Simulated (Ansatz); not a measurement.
Bi₂SiO₅ (Pnma, No. 62, 32 atoms in the cell; start mp-769310) was calculated with LDA (Ansatz, a first-principles code, plane waves, PAW).

Settings: plane-wave cutoff 520 eV, 4×10×4 k mesh (along the axes of the cell as run), Fermi–Dirac smearing 0.01 eV, scalar-relativistic PAW data made under PBE.

Cell (relaxed with PBEsol):

```yaml
crystal:
  lattice:
    - [10.86608, 0.00000, 0.00000]
    - [0.00000, 3.84700, 0.00000]
    - [0.00000, 0.00000, 10.83794]
  atoms:
    - { symbol: Si, position: [0.21437, 0.25000, 0.85306] }
    - { symbol: Si, position: [0.78563, 0.75000, 0.14694] }
    - { symbol: Si, position: [0.28563, 0.75000, 0.35306] }
    - { symbol: Si, position: [0.71437, 0.25000, 0.64694] }
    - { symbol: Bi, position: [0.06463, 0.25000, 0.21223] }
    - { symbol: Bi, position: [0.93537, 0.75000, 0.78777] }
    - { symbol: Bi, position: [0.43537, 0.75000, 0.71223] }
    - { symbol: Bi, position: [0.56463, 0.25000, 0.28777] }
    - { symbol: Bi, position: [0.14522, 0.25000, 0.54486] }
    - { symbol: Bi, position: [0.85478, 0.75000, 0.45514] }
    - { symbol: Bi, position: [0.35478, 0.75000, 0.04486] }
    - { symbol: Bi, position: [0.64522, 0.25000, 0.95514] }
    - { symbol: O, position: [0.00196, 0.25000, 0.39863] }
    - { symbol: O, position: [0.99804, 0.75000, 0.60137] }
    - { symbol: O, position: [0.49804, 0.75000, 0.89863] }
    - { symbol: O, position: [0.50196, 0.25000, 0.10137] }
    - { symbol: O, position: [0.07171, 0.25000, 0.80611] }
    - { symbol: O, position: [0.92829, 0.75000, 0.19389] }
    - { symbol: O, position: [0.42829, 0.75000, 0.30611] }
    - { symbol: O, position: [0.57171, 0.25000, 0.69389] }
    - { symbol: O, position: [0.23784, 0.75000, 0.86082] }
    - { symbol: O, position: [0.76216, 0.25000, 0.13918] }
    - { symbol: O, position: [0.26216, 0.25000, 0.36082] }
    - { symbol: O, position: [0.73784, 0.75000, 0.63918] }
    - { symbol: O, position: [0.18050, 0.75000, 0.24033] }
    - { symbol: O, position: [0.81950, 0.25000, 0.75967] }
    - { symbol: O, position: [0.31950, 0.25000, 0.74033] }
    - { symbol: O, position: [0.68050, 0.75000, 0.25967] }
    - { symbol: O, position: [0.24562, 0.25000, 0.00414] }
    - { symbol: O, position: [0.75438, 0.75000, 0.99586] }
    - { symbol: O, position: [0.25438, 0.75000, 0.50414] }
    - { symbol: O, position: [0.74562, 0.25000, 0.49586] }
```

Estimate the band gap, smallest direct gap on the k points sampled and direct gap at Γ that the calculation returns.


- band gap = 2.47 eV
- smallest direct gap on the k points sampled = 3.01 eV
- direct gap at Γ = 3.02 eV

Note: cell and atoms aren't relaxed at this level (largest force component 0.25 eV/Å, pressure -4.0 GPa).

Spin–orbit coupling is not included; with these elements it can move the gap by several tenths of an eV or more.

A start named mp-… is a Materials Project structure, which need not be a measured phase.
